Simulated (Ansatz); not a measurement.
Defect: O vacancy in monoclinic HfO2, charge state +2. Calculation: PBE, PAW (plane waves to 420 eV; Ansatz, an electronic-structure program).

Settings: 96 host sites, the relaxed PBE lattice, the Γ point alone, smearing 0.01 eV, spin-restricted, no image-charge correction. Energies are static. Spin-orbit coupling is left out. The charge state is imposed; whether it is stable for some Fermi level was not computed. Forms of the defect that were not tried may lie lower. The start lies 0.62 eV above the lowest site run (PBE).

Barriers: single points on a 2×2×2 k-point mesh shifted by half a step at the bands' geometries.

The step: a nearby O atom hops onto the vacant site. Atoms about the jump, Cartesian Å from the middle of the jump, before and after:

```json
[
 {"atom": "O1", "x0": "0.09", "y0": "-0.88", "z0": "0.09", "x1": "-0.09", "y1": "0.88", "z1": "-0.09"},
 {"atom": "Hf2", "x0": "0.97", "y0": "0.16", "z0": "1.69", "x1": "0.97", "y1": "0.32", "z1": "1.70"},
 {"atom": "Hf3", "x0": "-0.97", "y0": "-0.32", "z0": "-1.70", "x1": "-0.97", "y1": "-0.16", "z1": "-1.69"},
 {"atom": "O4", "x0": "-2.10", "y0": "-1.78", "z0": "-0.84", "x1": "-1.86", "y1": "-1.71", "z1": "-0.70"},
 {"atom": "O5", "x0": "1.86", "y0": "1.71", "z0": "0.70", "x1": "2.10", "y1": "1.78", "z1": "0.84"},
 {"atom": "O6", "x0": "0.69", "y0": "-1.38", "z0": "-2.55", "x1": "0.67", "y1": "-1.36", "z1": "-2.41"},
 {"atom": "O7", "x0": "-0.67", "y0": "1.36", "z0": "2.41", "x1": "-0.69", "y1": "1.38", "z1": "2.55"},
 {"atom": "O8", "x0": "-0.20", "y0": "-1.34", "z0": "2.75", "x1": "-0.18", "y1": "-1.34", "z1": "2.61"},
 {"atom": "O9", "x0": "0.18", "y0": "1.34", "z0": "-2.61", "x1": "0.20", "y1": "1.34", "z1": "-2.75"},
 {"atom": "Hf10", "x0": "-1.37", "y0": "-2.35", "z0": "1.08", "x1": "-1.49", "y1": "-2.48", "z1": "1.18"},
 {"atom": "Hf11", "x0": "1.49", "y0": "2.48", "z0": "-1.18", "x1": "1.37", "y1": "2.35", "z1": "-1.08"},
 {"atom": "O12", "x0": "-2.57", "y0": "-0.90", "z0": "1.85", "x1": "-2.60", "y1": "-0.92", "z1": "1.88"},
 {"atom": "O13", "x0": "2.60", "y0": "0.92", "z0": "-1.88", "x1": "2.57", "y1": "0.90", "z1": "-1.85"},
 {"atom": "O14", "x0": "2.65", "y0": "-0.90", "z0": "1.88", "x1": "2.59", "y1": "-0.89", "z1": "1.84"},
 {"atom": "O15", "x0": "-2.59", "y0": "0.89", "z0": "-1.84", "x1": "-2.65", "y1": "0.90", "z1": "-1.88"},
 {"atom": "Hf16", "x0": "1.40", "y0": "-2.87", "z0": "-1.14", "x1": "1.44", "y1": "-2.95", "z1": "-1.17"},
 {"atom": "Hf17", "x0": "-1.44", "y0": "2.95", "z0": "1.17", "x1": "-1.40", "y1": "2.87", "z1": "1.14"},
 {"atom": "O18", "x0": "3.05", "y0": "-1.69", "z0": "-0.79", "x1": "3.02", "y1": "-1.68", "z1": "-0.78"},
 {"atom": "O19", "x0": "-3.02", "y0": "1.68", "z0": "0.78", "x1": "-3.05", "y1": "1.69", "z1": "0.79"},
 {"atom": "O20", "x0": "-0.21", "y0": "-3.91", "z0": "-0.14", "x1": "-0.20", "y1": "-3.88", "z1": "-0.11"},
 {"atom": "O21", "x0": "0.20", "y0": "3.88", "z0": "0.11", "x1": "0.21", "y1": "3.91", "z1": "0.14"}
]
```

### Question
Where do these atoms stand at the saddle point, and how high is it?

### Answer

```csv
atom,x,y,z
O1,0.00,0.00,0.00
Hf2,0.98,0.25,1.72
Hf3,-0.99,-0.24,-1.73
O4,-1.99,-1.79,-0.81
O5,1.99,1.80,0.80
O6,0.67,-1.39,-2.51
O7,-0.68,1.40,2.50
O8,-0.18,-1.34,2.67
O9,0.18,1.35,-2.68
Hf10,-1.46,-2.41,1.12
Hf11,1.46,2.42,-1.12
O12,-2.58,-0.90,1.85
O13,2.58,0.90,-1.86
O14,2.64,-0.89,1.86
O15,-2.64,0.90,-1.87
Hf16,1.44,-2.92,-1.19
Hf17,-1.44,2.93,1.18
O18,3.04,-1.69,-0.80
O19,-3.04,1.69,0.79
O20,-0.20,-3.87,-0.14
O21,0.20,3.88,0.13
```
It lies 0.30 eV above the start and 0.30 eV above the end. The saddle point's order was not checked, and it lies on a symmetry element of the cell, where a band can be held.
